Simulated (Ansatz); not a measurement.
The parent structure is AgCl in the rock salt structure (space group Fm-3m, No. 225).

```xyz
2
Lattice="0.0000 2.7237 2.7237 2.7237 0.0000 2.7237 2.7237 2.7237 0.0000" Properties=species:S:1:pos:R:3 pbc="T T T"
Ag     0.0000     0.0000     0.0000
Cl     2.7237     2.7237     2.7237
```

Cartesian axes are those of the cell as printed.

The values are results of PBEsol (Ansatz, a first-principles code; PAW; 420 eV plane waves; without spin-orbit coupling), not measurements.

Strains are applied to the cell and any free atomic positions relax; under biaxial strain the out-of-plane vector relaxes too.

One change was made to it. Results:

The electron mass goes from 0.25 mₑ (at Γ) to 0.24 mₑ out of plane, 0.26 mₑ in plane (at Γ); the pressure (mean of the normal stresses, compression positive) goes from zero to -0.41 GPa; the smallest direct gap shrinks by 0.033 eV (3.03 eV → 2.99 eV).

Task: Which change produced these results?
(A) biaxial strain +2.00 %, plane normal [001], relaxed out of plane
(B) biaxial strain −3.00 %, plane normal [001], relaxed out of plane
(C) biaxial strain +1.00 %, plane normal [001], relaxed out of plane

Result: C, biaxial strain +1.00 %, plane normal [001], relaxed out of plane. For comparison, the electron mass in the other runs: biaxial strain +2.00 %, plane normal [001], relaxed out of plane gives 0.24 mₑ out of plane, 0.27 mₑ in plane (at Γ); biaxial strain −3.00 %, plane normal [001], relaxed out of plane gives 0.29 mₑ out of plane, 0.24 mₑ in plane (at Γ).

Masses are band curvatures over ±0.01 Å⁻¹ around the edge. Stability against distortions was not tested.
